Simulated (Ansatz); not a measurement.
Input:

End structure of a constructed model of the (100) surface of fcc Ag, a pseudomorphic layer of Sc in the host's stacking (bottom of the slab: a bare face, its two planes held):

```xyz
7
Lattice="2.9334 0.0000 0.0000 0.0000 2.9334 0.0000 0.0000 0.0000 29.0000" Properties=species:S:1:pos:R:3 pbc="T T T"
Ag     1.4667     1.4667     8.0505
Ag     0.0000     0.0000    10.1247
Ag     1.4667     1.4667    12.2085
Ag     0.0000     0.0000    14.2928
Ag     1.4667     1.4667    16.3643
Ag     0.0000     0.0000    18.4649
Sc     1.4667     1.4667    20.6328
```

Slab: 7 atoms, 12.9 Å thick at the start; k 13x13x1, smearing 0.1 eV, dipole-corrected; 2 atoms held, the rest relaxed; held to the start's symmetry, so lower structures may exist; no spin, no spin-orbit, no U. It is one candidate, not shown to be the stable structure of the face.

Task: What is the computed work function of the top face (PBE in Ansatz, a program for electronic structure)?

Result: 3.85 eV
